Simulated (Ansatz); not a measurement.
GaN (P6_3mc): electron mass 0.166 mₑ, hole mass 1.60 mₑ, dielectric constants ε∞ = 5.71 and ε₀ = 10.1, effective LO phonon energy 91 meV (band masses from PBE with spin-orbit coupling, rigid bands (Ansatz, an electronic-structure program), cell and atoms relaxed with PBE; dielectric constants and zone-centre modes from LDA (Ansatz) on its own relaxed cell).

Q: Estimate a shallow donor's binding energy, its radius and the Mott density in the hydrogenic model.

A: E_d = 13.606 eV × m/ε₀² = 22.1 meV and a = 0.0529 nm × ε₀/m = 3.22 nm; n^(1/3) a = 0.26 gives 5.3e17 cm⁻³. The orbit spans many cells, so the model is sensible.

Q: Bracket the exciton binding energy.

A: The reduced mass is 0.150 mₑ, which gives 20.1 meV with ε₀ and 62.8 meV with ε∞. Both lie under the phonon energy, so the ions follow and the static value is the better guide.

Isotropic masses (harmonic means over directions) and a parabolic band; the masses carry the functional's gap error.
